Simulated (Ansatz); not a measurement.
A relaxation of cell and atoms of CrPd₃ (Pm-3m, 4 atoms in the cell) with Ansatz (a first-principles code).

Method: PBEsol, PAW files made with PBE (plane waves; Ansatz).

```
CELL_PARAMETERS angstrom
      3.89088     0.00000     0.00000
      0.00000     3.89088     0.00000
      0.00000     0.00000     3.89088
ATOMIC_POSITIONS crystal
  Cr 0.00000 0.00000 0.00000
  Pd 0.00000 0.50000 0.50000
  Pd 0.50000 0.00000 0.50000
  Pd 0.50000 0.50000 0.00000
```
Moments meant for the start (each program seeds them in its own way; μB, in the order of the atoms Cr Pd Pd Pd): 3.0 0.0 0.0 0.0.

Reference input (self-consistent single point, DFT, PBEsol, plane waves, PAW files made with PBE): kpoints.mp_grid.grid = 9 9 9; hamiltonian.xc = pbesol; hamiltonian.pseudopotentials = {kind: paw} (the program's default PAW files); magnetization.spin_polarized = true; scf.occupations.method = gaussian; scf.occupations.width = 0.272 eV. This run's input differs from it in these lines:

```diff
@@ -20,2 +20,4 @@
   occupations: { method: gaussian, width: 0.272 }
+relax:
+  cell: {}
 output:
```

Log, with long lists cut:

```
   [... SCF lines of the steps left out ...]
relax step   1: F+E_penalty+E_count = -24069.56075494 eV  Δ(F+E_penalty+E_count) = +0.000e0 eV  max|allowed force component| = 2.189e-29 eV/Å  Δτ_max = 0.0000 Å  P = -7.037 GPa  Ω = 58.904 Å³  (13 SCF iters, dr2 threshold 1.00e-7 eV, accepted)
relax step   2: F+E_penalty+E_count = -24069.59360283 eV  Δ(F+E_penalty+E_count) = -3.285e-2 eV  max|allowed force component| = 4.102e-29 eV/Å  Δτ_max = 0.0000 Å  P = +5.352 GPa  Ω = 55.041 Å³  energy of the carried Pulay correction = +9.722e-4 eV  [...]
   [... lines left out ...]
relax step   4: F+E_penalty+E_count = -24069.61681638 eV  Δ(F+E_penalty+E_count) = -2.741e-4 eV  max|allowed force component| = 6.007e-30 eV/Å  Δτ_max = 0.0000 Å  P = -0.006 GPa  Ω = 56.497 Å³  energy of the carried Pulay correction = +5.981e-4 eV  [...]
relax step   5: F+E_penalty+E_count = -24069.61608268 eV  Δ(F+E_penalty+E_count) = +7.337e-4 eV  max|allowed force component| = 7.585e-30 eV/Å  Δτ_max = 0.0000 Å  P = +0.015 GPa  Ω = 56.497 Å³  stress off target by 1.48e-2 GPa  SCF on the basis [...]
basis re-selected at this cell: Δ(F+E_penalty+E_count) = +7.337e-4 eV, ΔP = +0.020 GPa vs the last step
the relaxation is at rest under the 48 symmetry operations that the run kept from its start: a minimum is not shown …
the relaxation's final electronic state is not compared with the one that a single-point calculation of its input finds at the relaxed geometry …
Magnetization: 2.6457 μB (35.3228 up, 32.6772 down)
   [... lines left out ...]
Absolute magnetization: 3.1633 μB (∫|ρ↑−ρ↓|, with the PAW one-centre terms)
Free energy (F): -24069.616083 eV
Fermi energy:    19.497696 eV
  cell:  # Å, volume = 56.4972 Å³
   [... lines left out ...]
    - [1.364200377274292e-34, 1.2839532962581572e-34, 3.8371509930680645]
  atoms:
    - { symbol: Cr, position: [8.056407810045606e-37, -7.411895185833789e-37, 1.9335378745258837e-37] }
    - { symbol: Pd, position: [-9.667689371367491e-38, 0.5, 0.5] }
    - { symbol: Pd, position: [0.5, 1.836860980815409e-36, 0.5] }
    - { symbol: Pd, position: [0.5, 0.5, 4.511588373893835e-37] }
```

The run converged. 

Summary of the result:
```
Quantity                                                                          Result
-----------------------------------------------  ---------------------------------------
Free energy E − TS (on the zero of these files)                           -24069.6161 eV
Fermi level (on the code's own zero)                                            19.50 eV
Pressure                                                                        0.01 GPa
Size of the cell's spin moment                                                   2.65 μB
Final cell                                       a = b = c = 3.837 Å, α = β = γ = 90.00°
Final volume per atom                                                           14.12 Å³
Relaxation steps                                                                       5
```

The starting cell comes from a database of computed structures (which also holds hypothetical and non-ambient phases and stackings), without a prior relaxation at this level. With one magnetic atom in the cell only a parallel order is possible. The relaxation keeps the symmetry of its start, so its end need not be a minimum. Ansatz's pressure includes its estimate of the finite-basis (Pulay) stress.

Cost on one core of a shared machine: roughly 40 s.

Keys are those of Ansatz 0.2.
